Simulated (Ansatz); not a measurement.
Structures of equal composition on the (111) surface of fcc Al: a layer of Cr in place of the second plane; a layer of Cr in place of the third plane. The slabs share one bottom face, and each structure is named by its start. These are constructed structures in small cells; real faces may alloy, dewet or reconstruct in larger ones, and not all known structures of the face are among them. Slabs of about 12 Å, Fermi-Dirac smearing of 0.1 eV. Bottom of the slabs: a bare face, its two planes held. Relaxed from the named starts with such symmetry as they have, on meshes of like density; energies extrapolated to zero smearing; spin only where a row says so; no spin-orbit coupling, no U. Brackets mark spin-polarised runs, whose order is one that fits the cell.

Level of theory: PBE (plane waves to 420 eV, PAW; Ansatz, a program for electronic structure).

Question: Order them by energy per 1x1 cell (lowest first) at the level PBE.

Answer: a layer of Cr in place of the third plane (0.000 eV [spin, 1.3 μB a cell]), a layer of Cr in place of the second plane (0.136 eV [spin, 1.4 μB a cell])
